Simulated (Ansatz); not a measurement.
## Several settings converged on a (001) slab of Au (cut from a parent of space group no. 225; 4 atoms in the cell)

```
CELL_PARAMETERS angstrom
      2.87634     0.00000     0.00000
     -2.87634     2.87634     0.00000
      0.00000     0.00000    20.10160
ATOMIC_POSITIONS crystal
  Au 0.00000 0.00000 0.44941
  Au 0.00000 0.50000 0.34823
  Au 0.00000 0.00000 0.65177
  Au 0.00000 0.50000 0.55059
```

Base method: PBEsol, PAW files made with PBE (plane waves; Ansatz, a program for electronic structure).

Base settings: basis.ecutwfc = 30.9 Ry; kpoints.mp_grid.grid = 15 15 1; hamiltonian.xc = pbesol; hamiltonian.pseudopotentials = {kind: paw} (the program's default PAW files); scf.occupations.method = fermi_dirac; scf.occupations.width = 0.0073 Ry.

The count of work is k-points × plane waves × bands × iterations; it is no time. Core times come from one kind of shared machine, to one figure; runs under 30 s give none.

**The plane-wave cutoff**

The mesh stays at the base's, so the ladder's end is converged at best in this setting alone.

Only quantities that move along the ladder and can be compared are tabulated.

```tsv
basis.ecutwfc	free energy less the last step's (meV/atom)	largest difference of a force vector from the last step's (eV/Å)	count of work / last
15.4 Ry	6019.77	0.649	0.13
18.4 Ry	1028.30	0.179	0.16
21.7 Ry	102.89	0.013	0.20
26.1 Ry	2.78	0.001	0.28
30.9 Ry	0.89	0.001	0.35
37.1 Ry	0.16	0.000	0.47
46.3 Ry	0.04	0.000	0.65
61.7 Ry	0.00	0.000	1.0
```

Coarsest basis.ecutwfc that holds the free energy within 1 meV/atom of the last step, with all finer ones: 30.9 Ry, at 0.35 of the last step's count of work; the step before is off by 2.8 meV/atom.

Coarsest basis.ecutwfc that holds the forces within 0.005 eV/Å of the last step, with all finer ones: 26.1 Ry, at 0.28 of the last step's count of work; the step before is off by 0.013 eV/Å.

**The depth of the relaxed slab**

On the (001) slab of Au (cut from a parent of space group no. 225; 2 atoms in the cell), and deeper slabs.

In this ladder: relax = atoms; relax.f_tol = 0.02 eV/Å.

Surface energy = (E_slab − N e_bulk)/2A, with e_bulk from the bulk crystal on its finest mesh (560 k-points); errors per atom of slab and bulk, whose meshes differ, grow with N.

The mesh stays at the base's, so the ladder's end is converged at best in this setting alone.

Only quantities that move along the ladder and can be compared are tabulated.

| atoms | surface energy (J/m²) | relaxation steps | core time / last (rough) |
|---|---|---|---|
| 2 | 1.225 | 3 | – |
| 6 | 1.175 | 3 | 0.5 |
| 8 | 1.168 | 3 | 0.6 |
| 10 | 1.169 | 4 | 1 |

Smallest size that holds the surface energy within 0.02 J/m² of the last step, with all finer ones: 6; the step before is off by 0.056 J/m².

On the base run: the starting cell has typed, rounded lattice constants, without a prior relaxation at this level. The slab is cut from that crystal, and its faces are unrelaxed. Its lattice was rescaled by up to half a per cent.

Keys are those of Ansatz 0.2.
